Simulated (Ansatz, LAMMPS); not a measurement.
**Si well of 9 atomic layers along [001] in random Si0.5Ge0.5, interfaces one step of a layer**

Cell 16.85 × 16.85 × 49.95 Å, Si407Ge241, 648 atoms. Prepared with LAMMPS with Tersoff's 1989 multicomponent potential (SiCGe.tersoff): minimisation. 

The numbers are results of PBE, support functions at accuracy medium on the grid of 370 eV (norm-conserving potentials; Ansatz, an electronic-structure program), not measurements.

Basis: localised support functions (accuracy medium) on a full density matrix. k-points: zone centre alone; occupations: Fermi-Dirac, 0.010 eV; spin polarisation not allowed. No spin-orbit coupling.

```json
{
  "Kohn-Sham gap of the cell on its k-mesh": "0.24 eV",
  "weight_of_the_highest_filled_level_on_the_well": "0.22",
  "weight_of_the_lowest_empty_level_on_the_well": "0.92",
  "coordination (neighbours within 2.874 Å)": "100.0 % 4-fold",
  "Ge-Ge bonds, mean ± spread": "2.479 ± 0.007 Å",
  "Ge-Si bonds, mean ± spread": "2.432 ± 0.009 Å",
  "Si-Si bonds, mean ± spread": "2.391 ± 0.009 Å",
  "bond angles, mean ± spread": "109.5° ± 1.3°",
  "pressure": "-1.05 GPa",
  "cost_of_the_final_run": "about 30 core-minutes (a rough figure), 14 SCF iterations, 13 GiB"
}
```
